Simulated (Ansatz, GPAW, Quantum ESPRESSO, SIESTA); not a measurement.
**One structure in several programs: AgAu₃ (Pm-3m, 4 atoms in the cell)**

Relaxation of cell and atoms.

```
CELL_PARAMETERS angstrom
      4.12163     0.00000     0.00000
      0.00000     4.12163     0.00000
      0.00000     0.00000     4.12163
ATOMIC_POSITIONS crystal
  Ag 0.50000 0.50000 0.50000
  Au 0.50000 0.00000 0.00000
  Au 0.00000 0.50000 0.00000
  Au 0.00000 0.00000 0.50000
```

Shared settings, as Ansatz (a program for electronic structure) writes them: kpoints.mp_grid.grid = 6 6 6; scf.occupations.method = fermi_dirac; scf.occupations.width = 0.1 eV. Potentials and cutoffs stand in the table.

```csv
code,model,final volume (Å³/atom),cutoff
GPAW,"LDA (Perdew-Wang 92), GPAW PAW datasets LDA (gpaw-data 1.0.1)",16.65,600 eV
SIESTA,"LDA PW92, numerical atomic orbitals DZP, PseudoDojo LDA standard norm-conserving potentials (rewritten from UPF to PSML)",16.10,grid 300 Ry
Quantum ESPRESSO,"LDA (PZ), GBRV 1.5 ultrasoft (LDA) pseudopotentials",16.35,40 Ry
Ansatz,"LDA (PW92), PAW files made with PBE",16.42,420 eV
```

On Ansatz's run: spin-orbit coupling is off.

The spread over the programs that give each value: final volume within 0.55 Å³/atom.

SIESTA uses small atom-centred bases, whose incompleteness enters pressures, forces and empty levels differently from a plane-wave cutoff. The same LDA comes in different parametrisations, which differ slightly. The programs treat the finite-basis stress differently while the cell relaxes: Ansatz adds an estimate of it.

The starting cell comes from a database of computed structures (which also holds hypothetical and non-ambient phases and stackings), without a prior relaxation at this level.

Keys are those of Ansatz 0.2.
